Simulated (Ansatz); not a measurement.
For GeSe2 (model structure, started from the fluorite type, Fm-3m, No. 225, 3 atoms in the cell), PBEsol in Ansatz (plane waves, PAW) gives:

| Quantity | Result |
|---|---|
| equilibrium lattice constant a | 6.471 Å |
| enthalpy of formation | 0.234 eV/atom |

### Question
What does PBE-D3(BJ) (Ansatz, a program for electronic structure, plane waves, PAW) give for the same quantities?

### Answer

- lattice constant a: 6.500 Å (goes up by 0.4 %)
- formation enthalpy: 0.245 eV/atom (goes up by 0.011 eV/atom)

Changes are worked out from the printed values.

Unless a cell is named, each level is at its own relaxed cell (PBEsol 22.58, PBE-D3(BJ) 22.88 Å³/atom).

Caveats: a distance lies near a switch of the dispersion term, which can move the cell (PBE-D3(BJ)). Ansatz's density-functional and Hartree–Fock values are scalar-relativistic unless marked +SOC, with PAW data made under PBE.

A model structure was made by putting elements into a prototype or built by hand; it is no filed structure, need not be a known phase, and can be a saddle point held by its symmetry.
